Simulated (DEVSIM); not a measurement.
Structure: Pd/SiON/n-Ge capacitor, at 300 K.

| layer (left to right) | material | thickness (nm) | Nd (cm⁻³) |
|---|---|---|---|
| 1 | SiON | 5.10 | - |
| 2 | Ge | 4900 | 1.5e16 |

Metal gate on the left, work function 5.2 eV. Fixed charge at the semiconductor interface 1.6e10 cm⁻² (in units of +e); no interface traps.

This is a model device: material constants are rounded textbook-type values typed into the input, and sizes, dopings and lifetimes were drawn at random. Values at 300 K; Nc and Nv go as T^1.5, mobilities as T to minus their exponent, the gap by Varshni's rule with the affinity fixed.

```csv
parameter,SiON,Ge
gap (eV),7,0.664
affinity (eV),1.4,4
permittivity,5.5,16
Nc (cm⁻³),-,1.04e19
Nv (cm⁻³),-,6e18
Varshni α (eV/K),-,0.000477
Varshni β (K),-,235
```

DEVSIM, 1D Poisson equation in equilibrium, Boltzmann statistics, complete ionisation; no quantum confinement or tunnelling. Metal contacts follow the ideal Schottky-Mott rule: no Fermi-level pinning, no interface dipoles.

The temperature was swept, all else fixed.

| temperature (K) | flat-band voltage (V) | minimum of the low-frequency capacitance (μF/cm²) | threshold voltage (band bending 2φF) (V) |
|---|---|---|---|
| 250 | 1.06 | 0.0690 | 0.58 |
| 300 | 1.03 | 0.0822 | 0.64 |
| 350 | 0.99 | 0.104 | 0.70 |
| 400 | 0.96 | 0.144 | 0.76 |
| 450 | 0.93 | 0.214 | 0.82 |
| 500 | 0.91 | … | … |

Task: What belongs in the gaps?

Result: 
- 500, minimum of the low-frequency capacitance (μF/cm²): 0.313
- 500, threshold voltage (band bending 2φF) (V): 0.86
